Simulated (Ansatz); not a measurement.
**NbSi (model structure, started from the TiAs type, P6₃/mmc, No. 194, 8 atoms in the cell)**

Calculation: PBE-D3(BJ) (PAW; Ansatz, a first-principles code).

Numerical settings: plane-wave cutoff 500 eV, 12×12×4 k mesh (along the axes of the cell as run), Fermi–Dirac smearing 0.05 eV, no spin polarisation, scalar-relativistic PAW data made under PBE.

Cell (relaxed at this level):

NbSi is taken in the hexagonal space group P6₃/mmc (No. 194), Pearson symbol hP8. Cell: a = b = 3.5215 Å, c = 12.3452 Å, α = β = 90.00°, γ = 120.00°. Nb on 4f has 3 Si at 2.480 Å and 3 Si at 2.628 Å (octahedral). Si1 on 2a is surrounded by 6 Nb at 2.480 Å (octahedral). Si2 on 2d sees 6 Nb at 2.628 Å (trigonal prismatic). (Neighbours: up to the widest gap in distance over summed covalent radii, below 1.35, at either atom; cation-cation and far metal-metal contacts left out.)

For NbSi (model structure, started from the TiAs type, P6₃/mmc, No. 194, 8 atoms in the cell), the band gap is zero (no gap).

Note: the relaxation could raise the start's symmetry but not lower it, so the cell can be a saddle point.

Spin–orbit coupling is not included.

Static lattice: no zero-point or thermal effects.

A model structure was made by putting elements into a prototype or built by hand; it is no filed structure, need not be a known phase, and can be a saddle point held by its symmetry.
